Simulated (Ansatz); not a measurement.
What biaxial strain +2.08 %, plane normal [111], relaxed out of plane does to Cu

Base system: Cu in the fcc (Cu type) structure (space group Fm-3m, No. 225; a = 3.518 Å; relaxed with 0.1 eV smearing). Axes: x, y, z lie along the cube axes.

The change: biaxial strain +2.08 %, plane normal [111], relaxed out of plane (Cartesian); in-plane vectors clamped, the third vector and the atoms free.

Computed with LDA (Ansatz, a first-principles code), spin-orbit coupling left out. Settings: 32×32×32 k-points, 0.1 eV Fermi–Dirac smearing.

* **Volume per atom**: 11.17 Å³ (base 10.89 Å³)
* **Space group**: R-3m (No. 166) (base Fm-3m (No. 225))
* **Shortest interatomic distance**: 2.479 Å (base 2.488 Å)
* **Energy relative to the base (free energy F)**: +9.5 meV/atom
* **Pressure (mean of the normal stresses, compression positive)**: -4.2 GPa (base 0.0 GPa)
* **Band gap**: zero (base zero)
* **Out-of-plane strain**: -1.58 %
* **Ratio −ε⊥/ε∥**: 0.76
* **Mean in-plane stress (compression positive)**: -6.3 GPa

Whether these cells are dynamically stable was not tested. The final runs are not spin-polarised.
